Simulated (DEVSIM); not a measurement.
System: InP/In0.53Ga0.47As p-n heterojunction, at 350 K.

| layer (left to right) | material | thickness (μm) | Nd (cm⁻³) | Na (cm⁻³) | τn (s) | τp (s) |
|---|---|---|---|---|---|---|
| 1 | InP | 1.40 | - | 1e16 | 2.6e-9 | 2.6e-9 |
| 2 | In0.53Ga0.47As | 1.20 | 5.1e15 | - | 2.6e-9 | 2.6e-9 |

Left contact: ohmic. Right contact: ohmic. Voltage is applied to the left contact. Recombination: SRH at mid-gap, radiative. Mobility is constant in doping.

Constants are typed, rounded textbook-type inputs, not results; the design itself was drawn at random and stands for no fabricated device. Values at 300 K; Nc and Nv go as T^1.5, mobilities as T to minus their exponent, the gap by Varshni's rule with the affinity fixed.

```csv
parameter,InP,In0.53Ga0.47As
gap (eV),1.344,0.74
affinity (eV),4.38,4.51
permittivity,12.5,13.9
Nc (cm⁻³),5.7e17,2.1e17
Nv (cm⁻³),1.1e19,7.7e18
μn (cm²/Vs),5200,12000
μp (cm²/Vs),170,300
T exponent of μn,2,1.6
T exponent of μp,2,1.6
B (cm³/s),1.2e-10,9.6e-11
Varshni α (eV/K),0.000363,0.00035
Varshni β (K),162,190
```

Model (solved in DEVSIM): 1D drift-diffusion, Boltzmann statistics, complete ionisation; no tunnelling, impact ionisation, image-force lowering or self-heating. Band offsets follow the typed affinities; no thermionic-emission limit at abrupt steps, no polarisation charge.

Problem. Give the dark forward current.

Solution. 
```json
[
 {"V (V)": "0.05", "J (A/cm²)": "0.0030"},
 {"V (V)": "0.10", "J (A/cm²)": "0.0091"},
 {"V (V)": "0.15", "J (A/cm²)": "0.022"},
 {"V (V)": "0.20", "J (A/cm²)": "0.047"},
 {"V (V)": "0.25", "J (A/cm²)": "0.098"},
 {"V (V)": "0.30", "J (A/cm²)": "0.20"},
 {"V (V)": "0.35", "J (A/cm²)": "0.42"},
 {"V (V)": "0.40", "J (A/cm²)": "0.86"},
 {"V (V)": "0.45", "J (A/cm²)": "1.7"},
 {"V (V)": "0.50", "J (A/cm²)": "3.5"},
 {"V (V)": "0.55", "J (A/cm²)": "6.9"},
 {"V (V)": "0.60", "J (A/cm²)": "13"},
 {"V (V)": "0.65", "J (A/cm²)": "23"},
 {"V (V)": "0.70", "J (A/cm²)": "39"},
 {"V (V)": "0.75", "J (A/cm²)": "61"},
 {"V (V)": "0.80", "J (A/cm²)": "91"},
 {"V (V)": "0.85", "J (A/cm²)": "130"},
 {"V (V)": "0.90", "J (A/cm²)": "180"},
 {"V (V)": "0.95", "J (A/cm²)": "230"},
 {"V (V)": "1.00", "J (A/cm²)": "310"},
 {"V (V)": "1.05", "J (A/cm²)": "400"},
 {"V (V)": "1.10", "J (A/cm²)": "520"},
 {"V (V)": "1.15", "J (A/cm²)": "670"},
 {"V (V)": "1.20", "J (A/cm²)": "860"}
]
```
